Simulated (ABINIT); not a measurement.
## ABINIT run on Ba2PdO3 (Immm, 6 atoms in the cell): self-consistent single point

Computed with PBEsol, PAW (JTH v2.0 PBE PAW, files made for PBE) (plane waves; ABINIT).

Input:

```
# Ba2PdO3, JTH v2.0 PBE PAW
pp_dirpath "./"
pseudos "Ba.GGA_PBE-JTH.xml, Pd.GGA_PBE-JTH.xml, O.GGA_PBE-JTH.xml"
acell 7.2591407806 7.2591407806 7.2591407806 Angstrom
rprim
        -0.2672134428    0.2834371260    0.9210105165
         0.2672134428   -0.2834371260    0.9210105165
         0.2672134428    0.2834371260   -0.9210105165
natom 6
ntypat 3
znucl 56 46 8
typat 1 1 2 3 3 3
xcart
        -0.0000000000   -0.0000000000   16.3054806676
        -0.0000000000   -0.0000000000    8.9629733106
         0.0000000000    0.0000000000    0.0000000000
        -0.0000000000   -0.0000000000   21.3718056902
        -0.0000000000   -0.0000000000    3.8966482880
        -0.0000000000    3.8881303987   -0.0000000000
ecut 48 Ry
pawecutdg 96 Ry
pawovlp -1
pawxcdev 0
ixc -116133
occopt 3
tsmear 0.1 eV
nband 36
kptopt 1
ngkpt 6 6 6
nshiftk 1
shiftk 0 0 0
nstep 60
toldfe 1.0e-09
prtwf 0
prtden 0
prtvol 1
enunit 2
```

The program printed (abridged):

```
 Symmetries : space group Im m m (# 71); Bravais oI (body-center ortho.)

 -outvars: echo values of preprocessed input variables --------
            acell      1.3717788035E+01  1.3717788035E+01  1.3717788035E+01 Bohr
             ecut      2.40000000E+01 Hartree
           enunit           2
              ixc     -116133
         kptrlatt        6    0    0      0    6    0      0    0    6
          kptrlen      4.39869284E+01
            natom           6
            nband          36
            ngfft          64      64      64
          ngfftdg          90      90      90
             nkpt          46
            nstep          60
             nsym           8
           ntypat           3
           occopt           3
        pawecutdg      4.80000000E+01 Hartree
          pawovlp     -1.0000000000E+00
         pawxcdev           0
            rprim     -2.6721344280E-01  2.8343712600E-01  9.2101051650E-01
                       2.6721344280E-01 -2.8343712600E-01  9.2101051650E-01
                       2.6721344280E-01  2.8343712600E-01 -9.2101051650E-01
          spgroup          71
           toldfe      1.00000000E-09 Hartree
           tsmear      3.67493254E-03 Hartree
            typat      1  1  2  3  3  3
           useylm           1
             xred      6.4528999937E-01  6.4528999937E-01  0.0000000000E+00
                       3.5471000063E-01  3.5471000063E-01  0.0000000000E+00
                       0.0000000000E+00  0.0000000000E+00  0.0000000000E+00
                       8.4578999850E-01  8.4578999850E-01  0.0000000000E+00
                       1.5421000150E-01  1.5421000150E-01  0.0000000000E+00
                       5.0000000000E-01  0.0000000000E+00  5.0000000000E-01
            znucl       56.00000   46.00000    8.00000

== DATASET  1 ==================================================================

 Real(R)+Recip(G) space primitive vectors, cartesian coordinates (Bohr,Bohr^-1):
 R(1)= -3.6655774  3.8881304 12.6342270  G(1)=  0.0000000  0.1285965  0.0395750
 R(2)=  3.6655774 -3.8881304 12.6342270  G(2)=  0.1364042  0.0000000  0.0395750
 R(3)=  3.6655774  3.8881304-12.6342270  G(3)=  0.1364042  0.1285965  0.0000000
 Unit cell volume ucvol=  7.2026429E+02 bohr^3
 Angles (23,13,12)=  1.49002965E+02  1.47069099E+02  4.58514750E+01 degrees

 Coarse grid specifications (used for wave-functions):

 getcut: wavevector=  0.0000  0.0000  0.0000  ngfft=  64  64  64
         ecut(hartree)=     24.000   => boxcut(ratio)=   2.11632

 Fine grid specifications (used for densities):

 getcut: wavevector=  0.0000  0.0000  0.0000  ngfft=  90  90  90
         ecut(hartree)=     48.000   => boxcut(ratio)=   2.10413

   1.02303455E+04                                ecore*ucvol(ha*bohr**3)

_setup2: Arith. and geom. avg. npw (full set) are    4045.023    4045.010

--- !BeginCycle
solver: {iscf: 17, nstep: 60, nline: 4, wfoptalg: 10, }
tolerances: {toldfe: 1.00E-09, }
...

     iter   Etot(hartree)      deltaE(h)  residm     nres2
 ETOT  1  -217.24973762655    -2.172E+02 5.504E+01 3.793E+02
 ETOT  2  -229.45345561614    -1.220E+01 3.847E-02 6.776E+02
 ETOT  3  -229.11371129985     3.397E-01 2.301E-02 1.638E+02
 ETOT  4  -229.02380442165     8.991E-02 2.182E-02 7.065E+01
 ETOT  5  -229.00437611002     1.943E-02 4.881E-03 3.761E+01
 ETOT  6  -228.97094940526     3.343E-02 4.252E-03 3.076E+00
   [... 6 lines left out ...]
 ETOT 13  -228.96987020009    -2.017E-07 2.466E-04 2.283E-05
 ETOT 14  -228.96987020973    -9.637E-09 1.841E-04 4.027E-06
 ETOT 15  -228.96987021489    -5.166E-09 1.798E-04 8.944E-07
 ETOT 16  -228.96987021548    -5.832E-10 1.371E-04 3.628E-07
 ETOT 17  -228.96987021541     6.256E-11 1.316E-04 9.792E-08

 At SCF step   17, etot is converged :
  for the second time, diff in etot=  6.256E-11 < toldfe=  1.000E-09

 Cartesian components of stress tensor (hartree/bohr^3)
  sigma(1 1)=  9.07096699E-05  sigma(3 2)=  0.00000000E+00
  sigma(2 2)=  1.21263828E-04  sigma(3 1)=  0.00000000E+00
  sigma(3 3)=  1.22929131E-04  sigma(2 1)=  0.00000000E+00

 ----iterations are completed or convergence reached----

 reduced coordinates (array xred) for    6 atoms
       0.645289999372      0.645289999372      0.000000000000
       0.354710000628      0.354710000628      0.000000000000
       0.000000000000      0.000000000000      0.000000000000
       0.845789998504      0.845789998504      0.000000000000
       0.154210001496      0.154210001496      0.000000000000
       0.500000000000      0.000000000000      0.500000000000
 cartesian forces (eV/Angstrom) at end:
    1      0.00000000000000    -0.00000000000000    -0.05125806488959
    2     -0.00000000000000    -0.00000000000000     0.05125806488959
    3      0.00000000000000     0.00000000000000     0.00000000000000
    4     -0.00000000000000     0.00000000000000     0.09462216526013
    5     -0.00000000000000    -0.00000000000000    -0.09462216526013
    6     -0.00000000000000     0.00000000000000     0.00000000000000
 frms,max,avg= 3.5871287E-02 9.4622165E-02   0.000E+00  0.000E+00  0.000E+00 e/A
 length scales= 13.717788035396 13.717788035396 13.717788035396 bohr
              =  7.259140780600  7.259140780600  7.259140780600 angstroms
 Fermi (or HOMO) energy (hartree) =   0.15675   Average Vxc (hartree)=  -0.39372
 Eigenvalues (hartree) for nkpt=  46  k points:
 kpt#   1, nband= 36, wtk=  0.00463, kpt=  0.0000  0.0000  0.0000 (reduced coord)
  -2.94824   -1.69827   -1.69725   -1.67202   -0.81360   -0.80586   -0.49844   -0.45761
  -0.45155   -0.27824   -0.26758   -0.25814   -0.25803   -0.25240   -0.25126   -0.00832
   0.02139    0.03486    0.03628    0.04536    0.05435    0.06287    0.06963    0.08733
   0.09593    0.10336    0.12858    0.13553    0.15872    0.24780    0.24897    0.29494
   0.33140    0.35598    0.35623    0.37358
      occupation numbers for kpt#   1
   2.00000    2.00000    2.00000    2.00000    2.00000    2.00000    2.00000    2.00000
   2.00000    2.00000    2.00000    2.00000    2.00000    2.00000    2.00000    2.00000
   2.00000    2.00000    2.00000    2.00000    2.00000    2.00000    2.00000    2.00000
   2.00000    2.00000    1.99906    1.99381    0.73878    0.00000    0.00000    0.00000
   0.00000    0.00000    0.00000    0.00000
 prteigrs : prtvol=0 or 1, do not print more k-points.

 Fermi (or HOMO) energy (eV) =   4.26551   Average Vxc (eV)= -10.71375
 Eigenvalues (   eV  ) for nkpt=  46  k points:
 kpt#   1, nband= 36, wtk=  0.00463, kpt=  0.0000  0.0000  0.0000 (reduced coord)
 -80.22562  -46.21232  -46.18443  -45.49802  -22.13916  -21.92849  -13.56331  -12.45230
 -12.28719   -7.57128   -7.28123   -7.02444   -7.02147   -6.86818   -6.83721   -0.22640
   0.58194    0.94859    0.98710    1.23420    1.47891    1.71073    1.89483    2.37634
   2.61030    2.81258    3.49880    3.68809    4.31900    6.74310    6.77494    8.02571
   9.01774    9.68666    9.69364   10.16555
 prteigrs : prtvol=0 or 1, do not print more k-points.

--- !EnergyTerms
comment             : Components of total free energy in Hartree
kinetic             :  5.42231475497126E+01
hartree             :  5.89810079427178E+01
xc                  : -3.21299564764001E+01
Ewald energy        : -1.53827874526312E+02
psp_core            :  1.42035994493669E+01
local_psp           : -1.65267801794758E+02
spherical_terms     : -5.15034854666904E+00
internal            : -2.28968226402341E+02
'-kT*entropy'       : -1.64161161113224E-03
total_energy        : -2.28969868013953E+02
total_energy_eV     : -6.23058697090120E+03
...

-Cartesian components of stress tensor (GPa)         [Pressure= -3.2844E+00 GPa]
- sigma(1 1)=  2.66877018E+00  sigma(3 2)=  0.00000000E+00
- sigma(2 2)=  3.56770440E+00  sigma(3 1)=  0.00000000E+00
- sigma(3 3)=  3.61669929E+00  sigma(2 1)=  0.00000000E+00

 Calculation completed.
```

The run converged in 17 iterations.

The starting cell comes from a database of computed structures (which also holds hypothetical and non-ambient phases and stackings), without a prior relaxation at this level. Spin polarisation is off. The potentials were made for another functional than the one used. With a pressure of about -3 GPa the cell is away from its equilibrium volume at this level.

Cost on one core of a shared machine: roughly 6 min.
